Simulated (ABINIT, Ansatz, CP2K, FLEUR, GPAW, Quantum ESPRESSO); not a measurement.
**Code comparison for YPt (Pnma, 8 atoms in the cell)**

Self-consistent single point.

```
CELL_PARAMETERS angstrom
      7.21111     0.00000     0.00000
      0.00000     4.61931     0.00000
      0.00000     0.00000     5.68205
ATOMIC_POSITIONS crystal
  Y  0.18198 0.25000 0.63963
  Y  0.81802 0.75000 0.36037
  Y  0.31802 0.75000 0.13963
  Y  0.68198 0.25000 0.86037
  Pt 0.04284 0.25000 0.15288
  Pt 0.95716 0.75000 0.84712
  Pt 0.45716 0.75000 0.65288
  Pt 0.54284 0.25000 0.34712
```

All programs got the same cell, k-point mesh and kind of occupations (in Ansatz's words: kpoints.mp_grid.grid = 3 4 3; scf.occupations.method = gaussian; scf.occupations.width = 0.272 eV); potentials, basis and cutoffs are each program's usual ones.

| code | model | pressure (GPa) | largest force (eV/Å) | k-points | cutoff |
|---|---|---|---|---|---|
| GPAW | LDA (Perdew-Wang 92), GPAW PAW datasets LDA (gpaw-data 1.0.1) | -12.21 | 0.181 | 12 | 550 eV |
| Ansatz | LDA (PW92), PAW files made with PBE | -12.08 | 0.179 | 12 | 420 eV |
| ABINIT | LDA (PW92), PAW (JTH v2.0 LDA PAW) | -12.27 | 0.166 | 12 | 21 Ha |
| FLEUR | LDA (Vosko-Wilk-Nusair), all-electron FLAPW (FLEUR), scalar-relativistic valence | – | 0.179 | 12 | Kmax 3.9 1/bohr |
| Quantum ESPRESSO | LDA (PZ), GBRV 1.5 ultrasoft (LDA) pseudopotentials | -12.52 | 0.183 | 12 | 40 Ry |
| CP2K | LDA (Pade form), GPW, DZVP-MOLOPT-SR-GTH basis, GTH-PADE potentials (GTH_POTENTIALS) | -16.38 | 0.261 | 19 | grid 500 Ry |

Size of the force on each atom (eV/Å): Sizes of forces hide their directions.

```json
[
 {"code": "GPAW", "Y1": "0.088", "Y2": "0.088", "Y3": "0.088", "Y4": "0.088", "Pt5": "0.181", "Pt6": "0.181", "Pt7": "0.181", "Pt8": "0.181"},
 {"code": "Ansatz", "Y1": "0.085", "Y2": "0.085", "Y3": "0.085", "Y4": "0.085", "Pt5": "0.179", "Pt6": "0.179", "Pt7": "0.179", "Pt8": "0.179"},
 {"code": "ABINIT", "Y1": "0.087", "Y2": "0.087", "Y3": "0.087", "Y4": "0.087", "Pt5": "0.166", "Pt6": "0.166", "Pt7": "0.166", "Pt8": "0.166"},
 {"code": "FLEUR", "Y1": "0.085", "Y2": "0.085", "Y3": "0.085", "Y4": "0.085", "Pt5": "0.179", "Pt6": "0.179", "Pt7": "0.179", "Pt8": "0.179"},
 {"code": "Quantum ESPRESSO", "Y1": "0.085", "Y2": "0.085", "Y3": "0.085", "Y4": "0.085", "Pt5": "0.183", "Pt6": "0.183", "Pt7": "0.183", "Pt8": "0.183"},
 {"code": "CP2K", "Y1": "0.100", "Y2": "0.100", "Y3": "0.100", "Y4": "0.100", "Pt5": "0.261", "Pt6": "0.261", "Pt7": "0.261", "Pt8": "0.261"}
]
```

A dash marks a value that a program does not give, or that is left out as unsure.

The spread over the programs that give each value: pressure within 4.30 GPa; largest force within 0.095 eV/Å.

The starting cell comes from a database of computed structures (which also holds hypothetical and non-ambient phases and stackings), without a prior relaxation at this level. Its lattice was rescaled by a random factor within 2.5 % of one. On Ansatz's run: Spin-orbit coupling is off. Spin polarisation is off. In the base run, with a pressure of about -12 GPa the cell is away from its equilibrium volume at this level. Without a gap this mesh is coarse (it stands for a supercell whose shortest vector is 17 Å).

Problem. Why do the programs differ, and what cannot be compared?

Solution. Differences of this kind can come from the potentials, where these differ, and from what each basis and cutoff leave unconverged. The valence holds different numbers of electrons (GPAW 108, Ansatz (a quantum-chemistry and plane-wave program) 116, ABINIT 84, FLEUR 108, Quantum ESPRESSO 108, CP2K 116). The zero of total energies and Fermi levels follows the potentials and each program's conventions, so they are not compared here. CP2K uses small atom-centred bases, whose incompleteness enters pressures, forces and empty levels differently from a plane-wave cutoff. FLEUR treats all electrons, but the usual bases taken here (sphere radii, linearisation, local orbitals, empty states) were not tested for convergence, so the values are no reference for the others. Ansatz's pressure is given at a fixed set of plane waves, as the other plane-wave codes print theirs. The same LDA comes in different parametrisations, which differ slightly. The programs reduce the same mesh by symmetry to different extents, which changes the work and not the result. In the pressure, CP2K (by 4.15) lies more than 1 GPa from the median of the plane-wave programs. In the force vectors, CP2K (by 0.086) lies more than 0.08 eV/Å from the median of the plane-wave programs.

The shared mesh is coarse (it stands for a supercell whose shortest vector is 17 Å), so the values are not converged in it.

Left out of this page: Elk (not drawn, or without a comparable value).

Keys are those of Ansatz 0.2.
